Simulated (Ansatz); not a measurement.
Start from Hf in the hcp (Mg type) structure (space group P6_3/mmc, No. 194; a = 3.198 Å, c = 5.049 Å; relaxed with 0.1 eV smearing). Axes: x lies along a and z along c of the hexagonal cell.

The values are results of Kohn–Sham DFT with the r2SCAN functional, run in Ansatz (a first-principles code) with PAW and 500 eV plane waves, spin-orbit coupling left out, earlier PAW set, not measurements.

For the base:

- Pressure = 0.0 GPa

The change: compressive biaxial strain of 0.65 % in the plane normal to [001], as in epitaxy on a mismatched substrate; the out-of-plane cell vector and the atoms relax.

Q: Estimate the effect on the out-of-plane strain and pressure.

A: The out-of-plane strain is +0.42 %; the pressure (mean of the normal stresses, compression positive) goes from zero to 1.0 GPa.

No phonon test of stability was made. The final runs are not spin-polarised.
